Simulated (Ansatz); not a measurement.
Base system: CdTe in the zinc blende structure (space group F-43m, No. 216; a = 6.489 Å). Axes: x, y, z lie along the cube axes.

Method: PBEsol (Ansatz, a first-principles code, PAW, no SOC).

Before the change:

* **Band gap**: 0.65 eV
* **Pressure**: 0.01 GPa
* **Valence-band top at Γ**: 0.00, 0.00, 0.00 eV

The change: the cell is compressed by 2.00 % along z with no lateral relaxation, atoms relaxed at fixed cell.

Problem. Predict the new band gap.

Solution. The band gap goes up by 0.01 eV (0.65 eV → 0.66 eV).

Problem. How does this affect the pressure?

Solution. The pressure (mean of the normal stresses, compression positive) rises by 0.87 GPa, from 0.01 GPa to 0.88 GPa.

Problem. What does the calculation give for the valence-band top at Γ after the change?

Solution. The valence-band top at Γ (three highest levels, from the VBM) becomes 0.00, -0.07, -0.07 eV (base: 0.00, 0.00, 0.00 eV).

With Te present, leaving out spin-orbit coupling can change the band edges. The cells carry an imposed strain or load. Stability against distortions was not tested.
